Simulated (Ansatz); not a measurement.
The starting structures come from a database of crystals and need not be the phases stable at ambient conditions.

Tunnelling through a barrier is set by its complex band structure: the current falls as exp(−2κd) with the smallest κ.

```
OsSbTe
1.0
    6.56269     0.00000     0.00000
    0.00000     6.66095     0.00000
    0.00000    -2.69260     6.17117
Sb Te Os
4 4 4
Cartesian
  5.64811   5.41912   0.70857
  0.91458  -1.45077   5.46259
  2.36677  -0.10447   2.37701
  4.19592   4.07282   3.79416
  0.88360   3.49606   1.95959
  5.67909   0.47229   4.21158
  4.16495   1.81859   1.12599
  2.39774   2.14976   5.04518
  3.28646   4.27120   1.26466
  3.27623  -0.30285   4.90651
  0.00512   1.04345   1.82093
  6.55757   2.92490   4.35024
```

Space group of this cell: P2_1/c. The cell is taken as given; by PBEsol its mean pressure is -2.5 GPa.

Transport runs along the normal of the first two printed cell vectors.

The gap is the functional's own. No spin-orbit coupling. Mid-gap values are interpolated on the energy grid.

Q: Compute, with PBEsol (Ansatz, an electronic-structure program), the band gap and the smallest decay constant κ at mid-gap.

A: Gap 0.84 eV on a 6×6×6 mesh; κ = 0.151 1/Å, at (0.000, 0.500) of the in-plane reciprocal vectors. At the zone centre, at the nearest computed energy, the slowest state has κ = 0.22 1/Å.
